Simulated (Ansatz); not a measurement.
Results of r²SCAN+rVV10 in Ansatz (plane waves, PAW) for CsPbBr3 (Pnma, No. 62, 20 atoms in the cell; start mp-567681).

Run with plane-wave cutoff 560 eV, 4×8×2 k mesh (along the axes of the cell as run), Fermi–Dirac smearing 0.01 eV, scalar-relativistic PAW data made under PBE.

Cell (relaxed at this level):

```yaml
crystal:
  lattice:
    - [9.68294, 0.00000, 0.00000]
    - [0.00000, 4.56047, 0.00000]
    - [0.00000, 0.00000, 16.69372]
  atoms:
    - { symbol: Cs, position: [0.91208, 0.25000, 0.67105] }
    - { symbol: Cs, position: [0.08792, 0.75000, 0.32895] }
    - { symbol: Cs, position: [0.58792, 0.75000, 0.17105] }
    - { symbol: Cs, position: [0.41208, 0.25000, 0.82895] }
    - { symbol: Pb, position: [0.83780, 0.75000, 0.93752] }
    - { symbol: Pb, position: [0.16220, 0.25000, 0.06248] }
    - { symbol: Pb, position: [0.66220, 0.25000, 0.43752] }
    - { symbol: Pb, position: [0.33780, 0.75000, 0.56248] }
    - { symbol: Br, position: [0.53157, 0.25000, 0.61501] }
    - { symbol: Br, position: [0.46843, 0.75000, 0.38499] }
    - { symbol: Br, position: [0.96843, 0.75000, 0.11501] }
    - { symbol: Br, position: [0.03157, 0.25000, 0.88499] }
    - { symbol: Br, position: [0.19700, 0.75000, 0.71274] }
    - { symbol: Br, position: [0.80300, 0.25000, 0.28726] }
    - { symbol: Br, position: [0.30300, 0.25000, 0.21274] }
    - { symbol: Br, position: [0.69700, 0.75000, 0.78726] }
    - { symbol: Br, position: [0.66264, 0.25000, 0.00110] }
    - { symbol: Br, position: [0.33736, 0.75000, 0.99890] }
    - { symbol: Br, position: [0.83736, 0.75000, 0.50110] }
    - { symbol: Br, position: [0.16264, 0.25000, 0.49890] }
```

Question: Give the computed band gap, smallest direct gap on the k points sampled and Γ–Γ gap.

Answer: 
- band gap = 3.25 eV
- smallest direct gap on the k points sampled = 3.35 eV
- Γ–Γ gap = 3.45 eV

Spin–orbit coupling is not included; with these elements it can move the gap by several tenths of an eV or more.

Static lattice: no zero-point or thermal effects.

Computing time: very roughly 27 core-minutes.

A start named mp-… is a Materials Project structure, which need not be a measured phase.

Ansatz is a first-principles code.
